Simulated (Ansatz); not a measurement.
System: interstitial Cl in fcc Rh (neutral cell). Computed with PBE, PAW (plane waves to 420 eV; Ansatz, a first-principles code).

32-site cell at the relaxed PBE lattice, a 2×2×2 k-point mesh shifted by half a step, smearing 0.10 eV, spin-restricted, no finite-size correction. No zero-point or tunnelling terms. Sites that were not tried may lie lower.

Barriers: single points on a 4×4×4 k-point mesh shifted by half a step at the bands' geometries (they differ from the bands' own by up to 0.10 eV, and are uncertain by about as much).

The step: one Cl atom jumps by itself. Atoms about the jump, Cartesian Å from the middle of the jump, before and after:

```csv
atom,x0,y0,z0,x1,y1,z1
Cl1,-0.48,0.48,0.48,0.48,-0.48,-0.48
Rh2,-0.48,0.48,-1.66,-0.69,0.70,-1.66
Rh3,1.66,0.48,0.48,1.66,0.70,0.69
Rh4,-0.48,-1.66,0.48,-0.70,-1.66,0.70
Rh5,1.46,-1.46,-1.46,1.66,-1.66,-1.66
Rh6,-0.48,2.62,0.48,-0.49,2.41,0.48
Rh7,-2.62,0.48,0.48,-2.41,0.49,0.48
Rh8,-0.48,0.48,2.62,-0.49,0.49,2.41
Rh9,1.46,2.42,-1.46,1.45,2.41,-1.45
Rh10,-2.42,-1.46,-1.46,-2.41,-1.45,-1.45
Rh11,1.46,-1.46,2.42,1.45,-1.45,2.41
```

**Question.** Where do these atoms stand at the saddle point, and how high is it?

**Answer.** 
```json
[
 {"atom": "Cl1", "x": "0.07", "y": "-0.07", "z": "-0.07"},
 {"atom": "Rh2", "x": "-0.65", "y": "0.65", "z": "-1.81"},
 {"atom": "Rh3", "x": "1.81", "y": "0.65", "z": "0.65"},
 {"atom": "Rh4", "x": "-0.65", "y": "-1.81", "z": "0.65"},
 {"atom": "Rh5", "x": "1.44", "y": "-1.44", "z": "-1.44"},
 {"atom": "Rh6", "x": "-0.48", "y": "2.43", "z": "0.48"},
 {"atom": "Rh7", "x": "-2.43", "y": "0.48", "z": "0.48"},
 {"atom": "Rh8", "x": "-0.48", "y": "0.48", "z": "2.43"},
 {"atom": "Rh9", "x": "1.46", "y": "2.41", "z": "-1.46"},
 {"atom": "Rh10", "x": "-2.41", "y": "-1.46", "z": "-1.46"},
 {"atom": "Rh11", "x": "1.46", "y": "-1.46", "z": "2.41"}
]
```
It lies 1.77 eV above the start and 0.91 eV above the end. The saddle point's order was not checked, and it lies on a symmetry element of the cell, where a band can be held.
